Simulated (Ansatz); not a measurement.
Input and output of a zone-centre phonon calculation for MoRh₃ (P6_3/mmc, 8 atoms in the cell) (Ansatz, a quantum-chemistry and plane-wave program).

Method: LDA (PW92), default PAW files made with PBE (plane waves; Ansatz).

```yaml
crystal:
  lattice:
    - [5.45600, 0.00000, 0.00000]
    - [-2.72800, 4.72504, 0.00000]
    - [0.00000, 0.00000, 4.35000]
  atoms:
    - { symbol: Mo, position: [0.33333, 0.66667, 0.25000] }
    - { symbol: Mo, position: [0.66667, 0.33333, 0.75000] }
    - { symbol: Rh, position: [0.83300, 0.66600, 0.25000] }
    - { symbol: Rh, position: [0.16700, 0.83300, 0.75000] }
    - { symbol: Rh, position: [0.33400, 0.16700, 0.25000] }
    - { symbol: Rh, position: [0.16700, 0.33400, 0.75000] }
    - { symbol: Rh, position: [0.83300, 0.16700, 0.25000] }
    - { symbol: Rh, position: [0.66600, 0.83300, 0.75000] }
```

Reference input (self-consistent single point, DFT, PBEsol, plane waves, default PAW files made with PBE): kpoints.mp_grid.grid = 6 6 6; hamiltonian.xc = pbesol; hamiltonian.pseudopotentials = {kind: paw} (the program's default PAW files); scf.occupations.method = cold; scf.occupations.width = 0.1 eV. This run's input differs from it in these lines:

Ansatz 0.2 input:
```diff
@@ -18,3 +18,3 @@
 hamiltonian:
-  xc: pbesol
+  xc: lda
   pseudopotentials: { kind: paw }
@@ -22,6 +22,5 @@
   occupations: { method: cold, width: 0.1 eV }
-output:
-  forces: true
-  eigenvalues: true
-  stress: true
+  convergence: { dr2_threshold: 1.0e-04 eV }
+phonons:
+  method: dfpt
```

Output (repeated stretches shortened):

```
SCF iter   1: F=—  HF=-47359.786970 eV  |F-HF|=—  |Δ(HF+E_count)|=         —  Δρ=1.36e-2  dr2=1.66e-1  ethr=1.77e-3  ⟨swp⟩=5.2  Hψ=13255  notcnv=0
all-band conjugate gradients solve this SCF's bands
preconditioner: auto → Kerker (q_TF=auto, 2.796 Å⁻¹)
SCF iter   2: F=—  HF=-47359.771541 eV  |F-HF|=—  |Δ(HF+E_count)|=   1.54e-2  S|Δr|=    0.00e0  Δρ=6.61e-3  dr2=3.15e-2  ethr=1.28e-4  ⟨swp⟩=1.0  Hψ=4680  notcnv=0
SCF iter   3: F=—  HF=-47359.766552 eV  |F-HF|=—  |Δ(HF+E_count)|=   4.99e-3  S|Δr|=    0.00e0  Δρ=1.01e-3  dr2=3.94e-4  ethr=2.43e-5  ⟨swp⟩=2.0  Hψ=5164  notcnv=0
SCF iter   4: F=—  HF=-47359.766532 eV  |F-HF|=—  |Δ(HF+E_count)|=   1.96e-5  S|Δr|=    0.00e0  Δρ=1.26e-4  dr2=1.34e-5  ethr=7.69e-8  ⟨swp⟩=11.7  Hψ=31617  notcnv=0
SCF iter   5: F=-47359.766529 eV  HF=-47359.766530 eV  |F-HF|=6.61e-7  |Δ(HF+E_count)|=   2.14e-6  S|Δr|=    0.00e0  Δρ=3.21e-5  dr2=1.02e-6  ethr=1.03e-8  ⟨swp⟩=9.1  Hψ=26684  notcnv=0
SCF 1 converged in 5 iterations: F = -47359.766529 eV  dr2 = 1.02e-6
DFPT response loops at Γ: preconditioner auto → Kerker (q_TF=auto, 2.796 Å⁻¹) (partly filled bands, converged f_vac=0.000) …
phonon interpolation: 12 periodic images of 6 blocks of the force constants (a block to an ordered pair of atoms and a translation) lie up to 7.77e-3 Å farther …
Stability not checked (fill_not_monotonic)
   [... lines left out ...]
Free energy (F): -47359.766529 eV
Fermi energy:    22.238881 eV
   [... lines left out ...]
  ASR residual per site (eV/Å²): 9.12e-3 9.12e-3 1.66e-3 1.26e-3 1.26e-3 1.66e-3 1.26e-3 1.26e-3
  Γ frequencies (cm⁻¹): 0.00 0.00 0.00 98.26 133.14 133.14 146.31 146.31 146.99 168.37 177.76 177.76 185.85 185.85 193.85 193.85 196.69 201.16 201.16 206.88 206.88 220.48 222.49 236.36
  non-analytic LO–TO correction: not included (Born effective charges unavailable; polar crystals: no LO–TO splitting at Γ)
```

The run converged in 5 iterations. 

Summary of the result:
```
Quantity                                                                                                                                                            Value
--------------------------------------------------------  ---------------------------------------------------------------------------------------------------------------
Free energy E − TS (on the zero of these files)                                                                                                            -47359.7665 eV
Fermi level (on the code's own zero)                                                                                                                             22.24 eV
Zone-centre frequencies (cm⁻¹; negative means imaginary)  0, 0, 0, 98, 133, 133, 146, 146, 147, 168, 178, 178, 186, 186, 194, 194, 197, 201, 201, 207, 207, 220, 222, 236
```

The starting cell comes from a database of published, mostly measured structures (it also holds non-ambient and calculated ones), without a prior relaxation at this level. Spin polarisation is off.

Cost on one core of a shared machine: roughly 3 min.
